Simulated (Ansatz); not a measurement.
We consider Li3OF (model structure, started from the Li3OCl type, Pm-3m, No. 221, 5 atoms in the cell), described by G0W0@PBEsol (Ansatz, an electronic-structure program, plane waves, hard PAW, contour deformation).

The cell is the one relaxed with PBEsol. Conventional cell: a = 3.6455 Å, b = 3.6455 Å, c = 3.6455 Å, α = 90.00°, β = 90.00°, γ = 90.00°.

One run with a 6×6×6 mesh, response cutoff 100 eV and 202 empty bands, not extrapolated in mesh or basis; no spin–orbit coupling.

Highest filled and lowest empty level by k point (fractions of the reciprocal vectors of the cell (3.645 -0.000 0.000) (-0.000 3.645 0.000) (0.000 0.000 3.645) Å; eV from the valence maximum of each method):

```tsv
k	PBEsol filled	PBEsol empty	QP filled	QP empty
0 0 0	-0.68	4.81	-0.69	7.51
0 0 -0.5	-0.99	7.07	-1.06	10.12
0 0.167 0.167	-0.52	5.56	-0.53	8.39
0 0.167 -0.5	-0.67	6.80	-0.75	9.79
0 0.333 0.333	-0.18	6.18	-0.19	9.07
0.333 0.333 0.333	-0.29	6.99	___	___
0.333 -0.5 -0.5	-0.23	7.08	___	___
-0.5 -0.5 -0.5	-0.32	7.65	-0.42	10.77
```

Task: Estimate the withheld levels to about 0.1 eV.

Result: 
- 0.333 0.333 0.333, QP filled: -0.33
- 0.333 0.333 0.333, QP empty: 10.00
- 0.333 -0.5 -0.5, QP filled: -0.30
- 0.333 -0.5 -0.5, QP empty: 10.11

Note: the relaxation could raise the start's symmetry but not lower it, so the cell can be a saddle point.

A model structure was made by putting elements into a prototype or built by hand; it is no filed structure, need not be a known phase, and can be a saddle point held by its symmetry.
